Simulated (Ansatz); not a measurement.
The starting structures come from a database of crystals and need not be the phases stable at ambient conditions.

By PBEsol, the system below comes out a metal.

Crystal: Ti₂AlC (P6_3/mmc, not sure to be the ambient phase, 8 atoms a cell, 13.8 Å³ an atom, -3 GPa at this level); planes in its conventional cell.

Method: PBEsol (plane waves, PAW; Ansatz, a quantum-chemistry and plane-wave program).

Ballistic conductance counts the channels of both spins, as a mean over 0.1 eV about the Fermi level; spin-orbit coupling is left out.

```json
[
 {"plane": "(100)", "area (Å²)": "41.8", "G/A (10¹⁵ S/m²)": "0.54"},
 {"plane": "(001)", "area (Å²)": "8.1", "G/A (10¹⁵ S/m²)": "(withheld)"}
]
```

### Question
Complete the blanks.

### Answer

- (001), G/A (10¹⁵ S/m²): 0.18
